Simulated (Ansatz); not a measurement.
The reference is GaSb in the zinc blende structure (space group F-43m, No. 216; a = 6.111 Å). Axes: x, y, z lie along the cube axes.

Computed with DFT with PBEsol, PAW potentials and a 420 eV plane-wave cutoff in Ansatz (an electronic-structure program), no spin-orbit coupling.

Strains are applied to the cell and any free atomic positions relax; under biaxial strain the out-of-plane vector relaxes too.

One change was made to it. Results:

The volume per atom grows by 0.18 Å³ (28.53 Å³ → 28.71 Å³); the energy goes up by 0.4 meV/atom; the pressure (mean of the normal stresses, compression positive) goes from zero to -0.3 GPa.

Q: Which change produced these results?
A. biaxial strain +1.67 %, plane normal [111], relaxed out of plane
B. biaxial strain −2.50 %, plane normal [111], relaxed out of plane
C. biaxial strain −1.25 %, plane normal [111], relaxed out of plane
D. biaxial strain −2.08 %, plane normal [111], relaxed out of plane
E. biaxial strain +0.42 %, plane normal [111], relaxed out of plane

A: E, biaxial strain +0.42 %, plane normal [111], relaxed out of plane. For comparison, the energy relative to the base in the other runs: biaxial strain −2.50 %, plane normal [111], relaxed out of plane gives +14 meV/atom; biaxial strain +1.67 %, plane normal [111], relaxed out of plane gives +5.6 meV/atom; biaxial strain −2.08 %, plane normal [111], relaxed out of plane gives +9.5 meV/atom; biaxial strain −1.25 %, plane normal [111], relaxed out of plane gives +3.3 meV/atom.

Stability against distortions was not tested. All final runs are without spin polarisation. Gaps under 0.05 eV, about the width of the smearing, are given as zero.
